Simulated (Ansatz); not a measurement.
Hops of point defects in wurtzite GaN, each between lowest sites run for its defect: PBE bands (Ansatz, a first-principles code, plane waves to 420 eV, PAW, climbing-image NEB) beside r2SCAN single points (500 eV) at the PBE geometries. Static nuclei, no finite-size correction. The rows are a random draw from the bands that converged and passed our checks of state and shape. Saddle orders were checked for a part of the study's bands only and are not shown. Charge states are imposed.

```json
[
 {"Row": "1", "Defect": "interstitial Zn, charge +2", "Route": "Zn moves farthest", "Hop (Å)": "3.22", "Cell and PBE mesh": "72 sites, one k-point at (0.125, 0.250, 0.250)", "r2SCAN k-points": "same mesh", "PBE barrier x (eV)": "0.72", "r2SCAN barrier y (eV)": "0.68"},
 {"Row": "2", "Defect": "interstitial Cu, charge +1", "Route": "Cu moves farthest", "Hop (Å)": "2.63", "Cell and PBE mesh": "72 sites, one k-point at (0.125, 0.250, 0.250)", "r2SCAN k-points": "same mesh", "PBE barrier x (eV)": "1.15", "r2SCAN barrier y (eV)": "1.14"},
 {"Row": "3", "Defect": "interstitial Na, charge +1", "Route": "Na moves farthest", "Hop (Å)": "3.22", "Cell and PBE mesh": "72 sites, one k-point at (0.125, 0.250, 0.250)", "r2SCAN k-points": "same mesh", "PBE barrier x (eV)": "1.71", "r2SCAN barrier y (eV)": "1.71"},
 {"Row": "4", "Defect": "interstitial Mg, charge +2", "Route": "Mg moves farthest", "Hop (Å)": "3.22", "Cell and PBE mesh": "72 sites, one k-point at (0.125, 0.250, 0.250)", "r2SCAN k-points": "same mesh", "PBE barrier x (eV)": "1.85", "r2SCAN barrier y (eV)": "1.83"},
 {"Row": "5", "Defect": "interstitial Na, charge +1", "Route": "Na moves farthest", "Hop (Å)": "2.62", "Cell and PBE mesh": "72 sites, one k-point at (0.125, 0.250, 0.250)", "r2SCAN k-points": "same mesh", "PBE barrier x (eV)": "2.40", "r2SCAN barrier y (eV)": "2.48"},
 {"Row": "6", "Defect": "interstitial Ga, charge +3", "Route": "Ga moves farthest", "Hop (Å)": "2.29", "Cell and PBE mesh": "72 sites, one k-point at (0.125, 0.250, 0.250)", "r2SCAN k-points": "same mesh", "PBE barrier x (eV)": "1.47", "r2SCAN barrier y (eV)": "1.55"},
 {"Row": "7", "Defect": "interstitial O, charge -2", "Route": "O moves farthest", "Hop (Å)": "3.22", "Cell and PBE mesh": "72 sites, one k-point at (0.125, 0.250, 0.250)", "r2SCAN k-points": "same mesh", "PBE barrier x (eV)": "2.13", "r2SCAN barrier y (eV)": "?"}
]
```

Fit a straight line y = a x + b to rows 1 to 6, predict row 7, and compare with the computed value.

Means: x̄ = 1.550, ȳ = 1.565 eV. Sums: Sxx = 1.693, Sxy = 1.786 eV². So a = Sxy/Sxx = 1.055 and b = ȳ − a x̄ = -0.070 eV, with a scatter of 0.05 eV about the line. Row 7: 1.055 × 2.13 − 0.070 ≈ 2.18 eV. The computed r2SCAN value is 2.20 eV, +0.02 eV from the line, within the scatter. The line only summarises these rows of one host.
